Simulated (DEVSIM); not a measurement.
System: Al/SiON/SiO2/p-Si capacitor, at 250 K.

| layer (left to right) | material | thickness (nm) | Na (cm⁻³) |
|---|---|---|---|
| 1 | SiON | 9.20 | - |
| 2 | SiO2 | 1.10 | - |
| 3 | Si | 390 | 2.2e18 |

Metal gate on the left, work function 4.1 eV. Fixed charge at the semiconductor interface 0 cm⁻² (in units of +e); no interface traps.

This is a model device: material constants are rounded textbook-type values typed into the input, and sizes, dopings and lifetimes were drawn at random. Values at 300 K; Nc and Nv go as T^1.5, mobilities as T to minus their exponent, the gap by Varshni's rule with the affinity fixed.

```csv
parameter,SiON,SiO2,Si
gap (eV),7,9,1.124
affinity (eV),1.4,0.9,4.05
permittivity,5.5,3.9,11.7
Nc (cm⁻³),-,-,2.86e19
Nv (cm⁻³),-,-,3.1e19
Varshni α (eV/K),-,-,0.000473
Varshni β (K),-,-,636
```

Model (solved in DEVSIM): 1D Poisson equation in equilibrium, Boltzmann statistics, complete ionisation; no quantum confinement or tunnelling. Metal contacts follow the ideal Schottky-Mott rule: no Fermi-level pinning, no interface dipoles.

Task: Tabulate band edges, carrier densities and field at 0.6 V on the gate.

Result: Energies count from the Fermi level of the right contact; mesh points crowd at the junctions.

| x (μm) | Ec (eV) | Ev (eV) | n (cm⁻³) | p (cm⁻³) | field (V/cm) |
|---|---|---|---|---|---|
| 0.000 | 2.100 | -4.900 | < 1e2 | < 1e2 | 1100000 |
| 0.001027 | 2.215 | -4.785 | < 1e2 | < 1e2 | 1100000 |
| 0.002725 | 2.406 | -4.594 | < 1e2 | < 1e2 | 1100000 |
| 0.005191 | 2.683 | -4.317 | < 1e2 | < 1e2 | 1100000 |
| 0.007942 | 2.991 | -4.009 | < 1e2 | < 1e2 | 1100000 |
| 0.009060 | 3.117 | -3.883 | < 1e2 | < 1e2 | 1100000 |
| 0.009677 | 3.708 | -5.292 | < 1e2 | < 1e2 | 1600000 |
| 0.01038 | 0.660 | -0.476 | 1100000 | 5.8e9 | 520000 |
| 0.01158 | 0.720 | -0.416 | 66000 | 9.7e10 | 480000 |
| 0.01394 | 0.825 | -0.312 | 520 | 1.2e13 | 400000 |
| 0.01825 | 0.967 | -0.169 | < 1e2 | 9.1e15 | 260000 |
| 0.03178 | 1.084 | -0.052 | < 1e2 | 2.1e18 | 5200 |
| 0.05356 | 1.085 | -0.051 | < 1e2 | 2.2e18 | ≈ 0 |
| 0.09629 | 1.085 | -0.051 | < 1e2 | 2.2e18 | ≈ 0 |
| 0.2118 | 1.085 | -0.051 | < 1e2 | 2.2e18 | ≈ 0 |
| 0.3048 | 1.085 | -0.051 | < 1e2 | 2.2e18 | ≈ 0 |
| 0.3522 | 1.085 | -0.051 | < 1e2 | 2.2e18 | ≈ 0 |
| 0.3755 | 1.085 | -0.051 | < 1e2 | 2.2e18 | ≈ 0 |
| 0.3910 | 1.085 | -0.051 | < 1e2 | 2.2e18 | ≈ 0 |
| 0.3961 | 1.085 | -0.051 | < 1e2 | 2.2e18 | ≈ 0 |
| 0.3987 | 1.085 | -0.051 | < 1e2 | 2.2e18 | ≈ 0 |
| 0.4003 | 1.085 | -0.051 | < 1e2 | 2.2e18 | ≈ 0 |
